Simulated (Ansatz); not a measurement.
Effect of biaxial strain −2.50 %, plane normal [001], relaxed out of plane on TiB2

Take TiB₂ (space group P6/mmm, No. 191; a = 3.017 Å, c = 3.185 Å) as the base. Axes: x lies along a and z along c of the hexagonal cell.

Modification: biaxial strain −2.50 %, plane normal [001], relaxed out of plane (Cartesian); in-plane vectors clamped, the third vector and the atoms free.

Computed with PBEsol/PAW in Ansatz (a program for electronic structure), without spin-orbit coupling. Γ-centred 13×13×10 mesh, Fermi–Dirac width 0.05 eV.

- Volume per atom: 8.05 Å³ (base 8.37 Å³)
- Space group: P6/mmm (No. 191) (base P6/mmm (No. 191))
- Shortest interatomic distance: 3.210 bohr (base 3.292 bohr)
- Pressure (mean of the normal stresses, compression positive): 12.8 GPa (base 0.0 GPa)
- Band gap: zero (base zero)
- Out-of-plane strain: +1.20 % (rough)
- Mean in-plane stress (compression positive): +19.1 GPa (rough)

Final structure (turned so that z lies along the plane normal):

```
TiB2
1.0
    2.94195     0.00000     0.00000
    1.47097     2.54780     0.00000
    0.00000     0.00000     3.22335
Ti B
1 2
Cartesian
  0.00000   0.00000   0.00000
  2.94195   1.69853   1.61167
  1.47097   0.84927   1.61167
```

Cost of the whole job for the changed cell (relaxation, final SCF and bands): about 15 core-seconds (a rough figure).

A case with no gap was solved on a k-mesh chosen for an insulator, which is coarse for it. Without a gap, meshes like the base's 13×13×10 leave anisotropic stresses uncertain by several tenths of a GPa, and small strain energies with them. Whether these cells are dynamically stable was not tested. The final runs are not spin-polarised.
